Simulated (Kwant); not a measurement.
System: Ge/Si0.2Ge0.8 stack with 1 barrier. One parabolic valley. Leads of mass 0.12 mₑ with the band edge at 0; grid 0.1 nm; bias 0 V, dropping linearly over the stack.

```tsv
layer	thickness (nm)	band offset (eV)	mass (mₑ)
1	7.1	0.12	0.14
```

Constants are typed, rounded textbook-type inputs, not results; the design itself was drawn at random and stands for no fabricated device.

Kwant, one-band effective-mass tight-binding model in one dimension, coherent, no space charge.

Work out the transmission below the barrier top from T = 1/(1 + ((ζ + 1/ζ)/2)² sinh²(κa)), ζ = (k/m_lead)/(κ/m_barrier).

E = 0.02331 eV: k = 0.2710 nm⁻¹, κ = 0.5961 nm⁻¹, ζ = 0.5303, T = 0.000578. The simulation gives 0.000579, the same within the digits that matter. E = 0.05964 eV: k = 0.4334 nm⁻¹, κ = 0.4709 nm⁻¹, ζ = 1.074, T = 0.00495. The simulation gives 0.00495, the same within the digits that matter. E = 0.09144 eV: k = 0.5366 nm⁻¹, κ = 0.3240 nm⁻¹, ζ = 1.932, T = 0.0266. The simulation gives 0.0266, the same within the digits that matter. What differs comes from the grid.
